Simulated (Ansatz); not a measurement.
## AlN in the zinc blende structure (space group F-43m, No. 216)

Space group F-43m (No. 216); a = b = c = 4.3777 Å, α = β = γ = 90.00°

```csv
atom,site,symmetry,x,y,z
N,4c,-43m,0.2500,0.2500,0.2500
Al,4a,-43m,0.0000,0.0000,0.0000
```
(The calculation used a cell of 2 atoms; values per cell refer to that cell.)

The values are results of PBEsol (Ansatz, a first-principles code, PAW, without spin-orbit coupling), not measurements. Settings: 13×13×13 k-points, 0.05 eV Fermi–Dirac smearing.

The volume per atom comes out as 10.49 Å³. The density is 3.25 g/cm³ and the band gap is 3.19 eV, indirect, Γ → X. The electron mass is 0.52 mₑ along k, 0.32 mₑ across and the lowest conduction-band minima above the VBM is X along ⟨100⟩ 3.19 eV; Γ 4.06 eV. The total energy is -452.957 eV/atom (σ→0; compares only within this code and set-up).

Masses are band curvatures over ±0.01 Å⁻¹ around the edge. Along k means along the line from Γ to the band edge. No phonon test of stability was made. This is not the structure that AlN has at room temperature and ambient pressure.
